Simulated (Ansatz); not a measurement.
# GeSb₂Te₄ (space group R-3m, No. 166)

Space group R-3m, hexagonal axes (No. 166); a = b = 4.2596 Å, c = 41.3545 Å, α = β = 90.00°, γ = 120.00°

| atom | site | symmetry | x | y | z |
|---|---|---|---|---|---|
| Ge | 3a | -3m | 0.0000 | 0.0000 | 0.0000 |
| Sb | 6c | 3m | 0.0000 | 0.0000 | 0.4224 |
| Te | 6c | 3m | 0.0000 | 0.0000 | 0.1303 |
| Te | 6c | 3m | 0.0000 | 0.0000 | 0.2927 |
(The calculation used a cell of 7 atoms; values per cell refer to that cell.)

The values are results of Ansatz (an electronic-structure program), r2SCAN+rVV10, PAW, cutoff 500 eV, scalar-relativistic without spin-orbit coupling, not measurements. k-mesh 9×9×9 (Γ-centred); smearing 0.05 eV (Fermi–Dirac).

- Volume per atom = 30.94 Å³
- Density = 6.34 g/cm³
- Band gap = 0.36 eV, direct at T
- Hole mass = 0.37 mₑ along k, 0.044 mₑ across
- Total energy = -6466.859 eV/atom (σ→0; compares only within this code and set-up)

With Sb and Te present, leaving out spin-orbit coupling can change the band edges. Masses are band curvatures over ±0.01 Å⁻¹ around the edge. Along k means along the line from Γ to the band edge. Stability against distortions was not tested.
